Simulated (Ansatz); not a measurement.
Output of an Ansatz run (abridged):

```
WARN the atoms were moved onto the symmetric positions of the space group found under crystal.symmetry.tolerance 1.0e-5 (fractional …
WARN ansatz: RAYON_NUM_THREADS=1 ignored (pool sized by the plan → 1); use --threads N
Pseudopotentials: kind: paw
Pseudopotential: La, paw, valence charge 11
Pseudopotential: Cu, paw, valence charge 19
Crystal: 3 atoms, lattice volume = 62.230 Å³
Basis set: ecut = 420.4159175005146 eV, 1195 PW (Γ)
Bands: 30, of which v1, the nominal top of the filled ones, is band 25 counted from 1 (24 counted from 0)
Symmetry: 24 space group operations
Space group: P6/mmm (ITA 191), of the structure as read, at distance tolerance 4.0e-5 Å
k-points: 60 of 729
PAW frozen core: La, regenerated for the run's functional, and the local potential with it
PAW frozen core: Cu, regenerated for the run's functional, and the local potential with it
Initial density: superposition of atomic densities (neutral atoms: chi_scale 0, normalization atom), corrected by the library's trained network
Initial wavefunctions: pseudopotential atomic-orbital guess
Eigensolver: davidson
Functional: x = slater, c = lda
SCF iter   1: F=—  HF=-19188.000036 eV  |F-HF|=—  |Δ(HF+E_count)|=         —  Δρ=1.57e-2  dr2=7.53e-2  ethr=1.77e-3  ⟨swp⟩=4.8  Hψ=6023  notcnv=0
all-band conjugate gradients solve this SCF's bands
preconditioner: auto → Kerker (q_TF=auto, 2.622 Å⁻¹)
SCF iter   2: F=—  HF=-19187.987024 eV  |F-HF|=—  |Δ(HF+E_count)|=   1.30e-2  Δρ=2.93e-3  dr2=5.26e-3  ethr=1.54e-4  ⟨swp⟩=2.0  Hψ=3399  notcnv=0
SCF iter   3: F=—  HF=-19187.985121 eV  |F-HF|=—  |Δ(HF+E_count)|=   1.90e-3  Δρ=2.11e-3  dr2=1.48e-3  ethr=1.07e-5  ⟨swp⟩=2.0  Hψ=3056  notcnv=0
SCF iter   4: F=—  HF=-19187.984600 eV  |F-HF|=—  |Δ(HF+E_count)|=   5.20e-4  Δρ=2.60e-4  dr2=8.66e-5  ethr=3.01e-6  ⟨swp⟩=2.6  Hψ=3009  notcnv=0
SCF iter   5: F=—  HF=-19187.984572 eV  |F-HF|=—  |Δ(HF+E_count)|=   2.80e-5  Δρ=6.86e-5  dr2=6.95e-6  ethr=1.77e-7  ⟨swp⟩=2.0  Hψ=2680  notcnv=0
SCF iter   6: F=—  HF=-19187.984571 eV  |F-HF|=—  |Δ(HF+E_count)|=   1.02e-6  Δρ=2.64e-5  dr2=4.44e-7  ethr=1.42e-8  ⟨swp⟩=2.0  Hψ=2821  notcnv=0
SCF iter   7: F=-19187.984571 eV  HF=-19187.984571 eV  |F-HF|=7.45e-8  |Δ(HF+E_count)|=   4.05e-8  Δρ=7.81e-6  dr2=6.45e-8  ethr=2.04e-10  ⟨swp⟩=6.4  Hψ=8105  notcnv=0
SCF 1 converged in 7 iterations: F = -19187.984571 eV  dr2 = 6.45e-8
SCF converged after 7 iterations
Free energy (F): -19187.984571 eV
Harris-Foulkes:  -19187.984571 eV  (|F-HF|=7.45e-8)
Internal energy: -19187.920148 eV  (E = F + TS)
E sigma→0 (E₀):  -19187.952360 eV
Entropy (-TS):   -0.064423 eV (-21.474 meV/atom)
Fermi energy:    12.591412 eV
--- Per-component energies (eV) ---
  E_band       = -906.407952
  E_kinetic    = 792.930668
  E_local      = -11009.876176  (includes V_loc(G=0)·N_el)
  E_nonlocal   = 883.260753
  E_hartree    = 4885.359011
  E_xc         = -315.526986
  E_vxc        = -377.166772  (∫ρ·V_xc dr)
  E_paw        = -8427.696752  (= ΣΔE_a)
  E_vpaw       = -966.297236  (= ΣTr[D̂ρ^β])
  E_aug_tail   = 0.000454  (compensation charges beyond the density's cutoff)
  E_ewald      = -5997.593156
  E_core_change = 1.222036  (= ΣΔE_core)
  E_smearing   = -0.064423  (= −TS)
  E_closure    = 0.000000  (closes the sum)
  Σ components = -19187.984571   (vs F -19187.984571, Δ=0.00e0)
--- Forces (eV/Å), atoms counted from 1 ---
  atom   1  La     0.00000000     0.00000000     0.00000000
   [... zero for the other atoms too ...]
  max |Σ_I F_I| component: 4.63e-18 eV/Å
--- Stress (GPa, compression-positive) ---
       -6.209910      -0.000000       0.000000
        0.000000      -6.209910       0.000000
        0.000000       0.000000      -5.130531
  P = ⅓ Tr σ = -5.8501 GPa (-58.501 kbar)
  The stress holds the Pulay correction. Without it, at fixed plane waves, as pw.x and ABINIT print it: P = -5.8864 GPa
--- Band table (eV; the first three rows and the last of 60) ---
  k-point 0: bands = ["-99.3995", "-99.3893", "-57.2257", "-57.2234", "-57.2234", "-57.2154", "-57.1707", "-57.1707", "-20.1035", "-3.6335", "-3.6335", "-3.5272", "6.1145", "8.6732", "9.2745", "9.2745", "9.3199", "9.3199", "9.4969", "9.4969", [...]
  k-point 1: bands = ["-99.3995", "-99.3893", "-57.2257", "-57.2234", "-57.2234", "-57.2154", "-57.1707", "-57.1707", "-20.0976", "-3.6249", "-3.6249", "-3.6171", "6.3031", "8.7288", "9.2060", "9.2060", "9.3529", "9.3529", "9.4349", "9.4349", [...]
  k-point 2: bands = ["-99.3995", "-99.3893", "-57.2257", "-57.2234", "-57.2234", "-57.2155", "-57.1707", "-57.1707", "-20.0826", "-3.8347", "-3.6031", "-3.6031", "6.8107", "8.8763", "9.0977", "9.0977", "9.3023", "9.3023", "9.3772", "9.3772", [...]
  k-point 59: bands = ["-99.3944", "-99.3944", "-57.2286", "-57.2207", "-57.2207", "-57.1971", "-57.1971", "-57.1656", "-20.0272", "-4.0889", "-3.8031", "-3.8031", "8.5293", "8.5293", "8.8172", "8.9441", "9.5713", "9.5713", "9.8794", "9.8794", [...]
```

The structure:

```xyz
3
Lattice="4.3132 0.0000 0.0000 -2.1566 3.7353 0.0000 0.0000 0.0000 3.8625" Properties=species:S:1:pos:R:3 pbc="T T T"
La     0.0000     0.0000     0.0000
Cu     0.0000     2.4902     1.9313
Cu     2.1566     1.2451     1.9313
```

Q: What input produced this log?

A: Other spellings and defaults could give the same log, and not every line can be read from it. The input that was run (DFT, LDA (PW92), plane waves, default PAW files made with PBE):

Ansatz 0.2 input:
```yaml
# LaCu2
crystal:
  lattice:
    - [4.31319100, 0.00000000, 0.00000000]
    - [-2.15659500, 3.73533200, 0.00000000]
    - [0.00000000, 0.00000000, 3.86251300]
  atoms:
    - { symbol: La, position_ang: [0.00000000, 0.00000000, 0.00000000] }
    - { symbol: Cu, position_ang: [-0.00000182, 2.49022258, 1.93125650] }
    - { symbol: Cu, position_ang: [2.15659782, 1.24510942, 1.93125650] }
basis:
  ecutwfc: 30.9 Ry
kpoints:
  mp_grid: { grid: [9, 9, 9] }
hamiltonian:
  xc: lda
  pseudopotentials: { kind: paw }
scf:
  occupations: { method: fermi_dirac, width: 0.0073 Ry }
output:
  forces: true
  eigenvalues: true
  stress: true
```

The starting cell comes from a database of computed structures (which also holds hypothetical and non-ambient phases and stackings), without a prior relaxation at this level. Its lattice was rescaled by up to half a per cent. Spin polarisation is off. With a pressure of about -6 GPa the cell is away from its equilibrium volume at this level. Ansatz's pressure includes its estimate of the finite-basis (Pulay) stress.

Ansatz is a quantum-chemistry and plane-wave program.
